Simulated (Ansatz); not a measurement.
Band structure of Nb3Sn (Pm-3n, 8 atoms in the cell).

```yaml
crystal:
  lattice:
    - [5.30433, 0.00000, 0.00000]
    - [0.00000, 5.30433, 0.00000]
    - [0.00000, 0.00000, 5.30433]
  atoms:
    - { symbol: Nb, position: [0.25000, 0.00000, 0.50000] }
    - { symbol: Nb, position: [0.75000, 0.00000, 0.50000] }
    - { symbol: Nb, position: [0.50000, 0.75000, 0.00000] }
    - { symbol: Nb, position: [0.50000, 0.25000, 0.00000] }
    - { symbol: Nb, position: [0.00000, 0.50000, 0.75000] }
    - { symbol: Nb, position: [0.00000, 0.50000, 0.25000] }
    - { symbol: Sn, position: [0.00000, 0.00000, 0.00000] }
    - { symbol: Sn, position: [0.50000, 0.50000, 0.50000] }
```

Level of theory: PBE, PAW files (plane waves; Ansatz, an electronic-structure program).

Settings: kpoints.mp_grid.grid = 5 5 5; hamiltonian.xc = pbe; hamiltonian.pseudopotentials = {kind: paw} (the program's default PAW files); scf.occupations.method = fermi_dirac; scf.occupations.width = 0.1 eV; kpoints.band_path.npoints = 8.

The starting cell comes from a database of computed structures (which also holds hypothetical and non-ambient phases and stackings), without a prior relaxation at this level. Its lattice was rescaled by a random factor within 2.5 % of one. Spin polarisation is off.

Levels in eV from the Fermi level, bands 51 to 58:
```
point     51     52     53     54    55    56    57    58
-----  -----  -----  -----  -----  ----  ----  ----  ----
Γ      -0.56  -0.56  -0.07  -0.07  2.35  2.35  2.35  2.40
X      -0.84  -0.84  -0.38  -0.38  1.50  1.50  2.15  2.15
M       0.17   0.17   0.18   0.57  0.62  0.62  0.74  0.91
R       0.04   0.04   0.11   0.11  0.11  0.11  0.11  0.11
```

Bands cross the Fermi level along this path, so the cell is metallic at this level.

Keys are those of Ansatz 0.2.
